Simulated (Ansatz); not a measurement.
The parent structure is MoP in the rock salt structure (space group Fm-3m, No. 225; a hypothetical phase, not in the database extracts checked).

```xyz
2
Lattice="0.0000 2.4504 2.4504 2.4504 0.0000 2.4504 2.4504 2.4504 0.0000" Properties=species:S:1:pos:R:3 pbc="T T T"
P      0.0000     0.0000     0.0000
Mo     2.4504     2.4504     2.4504
```

Cartesian axes are those of the cell as printed.

The values are results of Ansatz (a program for electronic structure), PBEsol, PAW, cutoff 420 eV, no spin-orbit coupling, not measurements.

Modification: an isotropic linear strain of −2.95 %; the atoms relax in the strained cell.

### Question
Predict the stress tensor and what it implies for the stiffness.

### Answer
Stress of the strained cell less that of the base (GPa, compression positive):
```
   22.5     0.0     0.0
    0.0    22.5     0.0
    0.0     0.0    22.5
```

Then B = −ΔP/(ΔV/V₀) with ΔV/V₀ = -0.0859 gives secant stiffness values (nonlinear terms included at this strain): B ≈ 262 GPa.

As a check, the harmonic strain energy −½ V₀ Δσ:ε is 92 meV/atom; the computed energy rise is 82 meV/atom.

Stability against distortions was not tested. The final runs are not spin-polarised. An odd electron count without spin: MoP. MoP has a high density of states at the Fermi level and may be magnetic at this level.
